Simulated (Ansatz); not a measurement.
## zinc-blende GaSb: the defect V_Ga+Sb_Ga

Level of theory: PBE, PAW (plane waves to 420 eV; Ansatz, a quantum-chemistry and plane-wave program). Details: 64-site cell; 2×2×2 shifted k-points; start: the Ga site; Ga 4.39 Å away; no spin–orbit coupling; the functional closes the host's gap; finite-size errors of tenths of an eV; relaxed from one start, so a lower configuration may exist.

Neighbours after relaxation, in Å: of the emptied site: Sb 1.93, Sb 2.40, Sb 2.41, Sb 2.41; of the Sb atom: Sb 2.89, Sb 2.89, Sb 2.92, Sb 3.05.

Formation energies E_f are those of the neutral cell. Chemical conditions: Ga-rich (Δμ(Ga) = 0.00 eV, Δμ(Sb) = -0.32 eV; only phases computed here count, gases as isolated molecules at 0 K); Sb-rich (Δμ(Ga) = -0.32 eV, Δμ(Sb) = 0.00 eV; only phases computed here count, gases as isolated molecules at 0 K). Reference phases: Ga: alpha gallium, Sb: rhombohedral Sb.

The name describes the start; the neighbours show where the atoms ended.

```json
[
 {"charge": "0†", "moment (μB)": "quenched", "largest move off a lattice site (Å)": "0.81", "E_f, Ga-rich (eV)": "2.77", "E_f, Sb-rich (eV)": "1.80"}
]
```

† Not settled in this cell, so no level is given: charge 0: a level filled in part.

Starting moments that weren't kept: charge 0 began with 1 μB and ended with 0.0.

All states together cost about 4 core-hours (a rough figure).
